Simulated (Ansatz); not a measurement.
**Response to strain in CuI**

The parent structure is CuI in the zinc blende structure (space group F-43m, No. 216; a = 6.0228 Å).

Strains are applied to the cell and any free atomic positions relax.

All numbers come from DFT with r2SCAN, PAW potentials and a 500 eV plane-wave cutoff in Ansatz (an electronic-structure program), without spin-orbit coupling.

Candidates:
(a) isotropic strain −0.50 %
(b) isotropic strain −1.00 %
(c) isotropic strain −1.50 %
(d) isotropic strain −2.00 %

For the base:

The band gap is 1.67 eV.

Question: Order them by band gap, lowest first.

Answer: (a) isotropic strain −0.50 % (1.71 eV), (b) isotropic strain −1.00 % (1.76 eV), (c) isotropic strain −1.50 % (1.81 eV), (d) isotropic strain −2.00 % (1.86 eV)

Spin-orbit coupling, missing from the scalar runs, can matter with I. No phonon test of stability was made. All final runs are without spin polarisation.
